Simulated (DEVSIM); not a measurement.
System: Ti/SiO2/p-InP capacitor, at 300 K.

| layer (left to right) | material | thickness (nm) | Na (cm⁻³) |
|---|---|---|---|
| 1 | SiO2 | 8.90 | - |
| 2 | InP | 1100 | 3.4e17 |

Metal gate on the left, work function 4.33 eV. Fixed charge at the semiconductor interface 0 cm⁻² (in units of +e); no interface traps.

The device is made up for the run: typed textbook-type constants, with dimensions and the other settings drawn at random. Values at 300 K; Nc and Nv go as T^1.5, mobilities as T to minus their exponent, the gap by Varshni's rule with the affinity fixed.

```tsv
parameter	SiO2	InP
gap (eV)	9	1.344
affinity (eV)	0.9	4.38
permittivity	3.9	12.5
Nc (cm⁻³)	-	5.7e17
Nv (cm⁻³)	-	1.1e19
Varshni α (eV/K)	-	0.000363
Varshni β (K)	-	162
```

Simulated with DEVSIM: 1D Poisson equation in equilibrium, Boltzmann statistics, complete ionisation; no quantum confinement or tunnelling. Metal contacts follow the ideal Schottky-Mott rule: no Fermi-level pinning, no interface dipoles.

The temperature was swept, all else fixed.

```
temperature (K)  minimum of the low-frequency capacitance (μF/cm²)  flat-band voltage (V)
---------------  -------------------------------------------------  ---------------------
250                                                          0.115                  -1.34
300                                                          0.118                  -1.30
350                                                          0.122                  -1.27
400                                                          0.123                  -1.23
450                                                          0.126                  -1.19
500                                                          0.130                  -1.14
```

From the first row to the last the minimum of the low-frequency capacitance goes from 0.115 to 0.130. From the first row to the last the flat-band voltage goes from -1.34 to -1.14.
